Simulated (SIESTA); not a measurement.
Short convergence ladders for a (110) slab of HgTe (cut from a parent of space group no. 216; 8 atoms in the cell)

```
CELL_PARAMETERS angstrom
      6.42770     0.00000     0.00000
      0.00000     4.54507     0.00000
      0.00000     0.00000    20.81760
ATOMIC_POSITIONS crystal
  Hg 0.00000 0.25000 0.44542
  Hg 0.50000 0.75000 0.33625
  Hg 0.00000 0.25000 0.66375
  Hg 0.50000 0.75000 0.55458
  Te 0.25000 0.25000 0.33625
  Te 0.75000 0.75000 0.44542
  Te 0.25000 0.25000 0.55458
  Te 0.75000 0.75000 0.66375
```

Base method: GGA PBEsol, numerical atomic orbitals TZP, PseudoDojo PBEsol standard norm-conserving potentials (rewritten from UPF to PSML) run with SIESTA.

Base settings: XC.functional = GGA; XC.authors = PBEsol; potentials = PseudoDojo PBEsol standard; PAO.BasisSize = TZP; PAO.EnergyShift = 0.005 Ry; MeshCutoff = 300 Ry; kgrid.MonkhorstPack = 2 3 1; OccupationFunction = FD; ElectronicTemperature = 116.05 K; MaxSCFIterations = 150.

Core times come from one kind of shared machine, to one figure; runs under 30 s give none.

**The vacuum**

The mesh stays at the base's, so the ladder's end is converged at best in this setting alone.

Only quantities that move along the ladder and can be compared are tabulated; forces are left out, as grid noise moves with the cell; the gap is left out on so coarse a mesh.

| vacuum between outermost atoms (Å) | free energy less the last step's (meV/atom) |
|---|---|
| 3.0 | -124.19 |
| 4.0 | -34.42 |
| 5.0 | -4.18 |
| 6.0 | -0.90 |
| 7.0 | -0.49 |
| 8.0 | 0.03 |
| 10.0 | 0.11 |
| 12.0 | 0.12 |
| 14.0 | 0.49 |
| 17.0 | 0.04 |
| 20.0 | 0.16 |
| 25.0 | 0.44 |
| 30.0 | 0.00 |

Smallest vacuum between outermost atoms (Å) that holds the free energy within 2 meV/atom of the last step, with all finer ones: 6.0; the step before is off by 4.2 meV/atom.

**The k-point mesh**

Only quantities that move along the ladder and can be compared are tabulated.

| kgrid.MonkhorstPack | free energy less the last step's (meV/atom) | largest difference of a force vector from the last step's (eV/Å) | core time / last (rough) |
|---|---|---|---|
| 1 2 1 | 105.19 | 0.305 | 0.6 |
| 2 2 1 | 122.67 | 0.232 | 0.5 |
| 2 3 1 | 29.07 | 0.063 | 0.6 |
| 3 4 1 | 8.45 | 0.019 | 0.6 |
| 3 5 1 | 3.05 | 0.009 | 0.6 |
| 4 5 1 | 2.72 | 0.007 | 0.5 |
| 5 6 1 | 1.03 | 0.003 | 0.6 |
| 5 7 1 | 0.43 | 0.001 | 0.6 |
| 6 9 1 | 0.09 | 0.001 | 0.7 |
| 7 10 1 | 0.04 | 0.000 | 0.8 |
| 8 12 1 | 0.01 | 0.000 | 0.9 |
| 10 14 1 | 0.00 | 0.000 | 1 |

Coarsest kgrid.MonkhorstPack that holds the forces within 0.005 eV/Å of the last step, with all finer ones: 5 6 1; the step before is off by 0.007 eV/Å.

Coarsest kgrid.MonkhorstPack that holds the free energy within 2 meV/atom of the last step, with all finer ones: 5 6 1; the step before is off by 2.7 meV/atom.

Two neighbours can agree and both be off: 3 5 1 and 4 5 1 differ by 0.33 meV/atom in the free energy, yet lie about 2.7 meV/atom from the last step.

**The cutoff of the real-space grid**

The mesh stays at the base's, so the ladder's end is converged at best in this setting alone.

Only quantities that move along the ladder and can be compared are tabulated; the gap is left out on so coarse a mesh.

| MeshCutoff | free energy less the last step's (meV/atom) | largest difference of a force vector from the last step's (eV/Å) | core time / last (rough) |
|---|---|---|---|
| 150 Ry (154 Ry used) | -18.13 | 0.006 | – |
| 180 Ry (195 Ry used) | -9.77 | 0.002 | 0.3 |
| 210 Ry (214 Ry used) | -7.07 | 0.009 | 0.3 |
| 255 Ry (255 Ry used) | -4.08 | 0.004 | 0.4 |
| 300 Ry (308 Ry used) | -2.23 | 0.004 | 0.5 |
| 360 Ry (367 Ry used) | -1.33 | 0.006 | 0.5 |
| 450 Ry (465 Ry used) | -0.54 | 0.004 | 0.7 |
| 600 Ry (616 Ry used) | 0.00 | 0.000 | 1 |

Coarsest MeshCutoff that holds the forces within 0.005 eV/Å: not settled: the last two steps still differ by 0.004 eV/Å, over half the tolerance, so the ladder does not show it.

Coarsest MeshCutoff that holds the free energy within 5 meV/atom of the last step, with all finer ones: 255 Ry (255 Ry used), at about 0.4 of the last step's time; the step before is off by 7.1 meV/atom.

On the base run: the starting cell has typed, rounded lattice constants, without a prior relaxation at this level. The slab is cut from that crystal, and its faces are unrelaxed. Its lattice was rescaled by up to half a per cent. Spin polarisation is off, though cut faces can carry moments; a gap of a slab can lie between surface states. Values carry the incompleteness of an atom-centred basis. In the base run, forces exceed 1 eV/Å.

Left out of this page: 1 run of the series outside the window shown, repeating another row's setting, or not comparable.
